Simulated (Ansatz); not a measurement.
The reference is ZrO₂ (space group P4_2/nmc, No. 137; a = 3.621 Å, c = 5.283 Å). Axes: x, y, z lie along a, b, c of the conventional cell.

(Cell as relaxed with PBE.)

Levels (all Ansatz, a first-principles code, PAW): PBE (420 eV, without spin-orbit coupling); PBEsol (420 eV, no spin-orbit coupling).

Each level relaxes its own structure.

```json
[
 {"base": "volume per atom", "PBE": "11.54 Å³", "PBEsol": "11.09 Å³"},
 {"base": "lattice parameter a", "PBE": "3.621 Å", "PBEsol": "3.584 Å"},
 {"base": "band gap", "PBE": "4.04 eV", "PBEsol": "4.00 eV"}
]
```

It is then changed as follows: compressive biaxial strain of 1.49 % in the plane normal to [001], as in epitaxy on a mismatched substrate; the out-of-plane cell vector and the atoms relax.

```tsv
quantity	PBE	PBEsol
shift of the gap caused by the change	+0.14 eV	___
electron mass	2.3 mₑ out of plane, 0.64 mₑ in plane (at Γ)	___
pressure (mean of the normal stresses, compression positive)	5.45 GPa	___
```

### Question
Predict the PBEsol column.

### Answer

- shift of the gap caused by the change, PBEsol: +0.11 eV
- electron mass, PBEsol: 2.2 mₑ out of plane, 0.60 mₑ in plane (at Γ)
- pressure (mean of the normal stresses, compression positive), PBEsol: 5.91 GPa

PBE's shift of the gap caused by the change lies 0.03 eV above PBEsol's; PBE's pressure lies 0.46 GPa below PBEsol's. Neither level is exact; PBEsol is the comparison here, not a measurement.

Effective masses come from finite differences of ±0.01 Å⁻¹. Whether these cells are dynamically stable was not tested. This is not the structure that ZrO2 has at room temperature and ambient pressure.
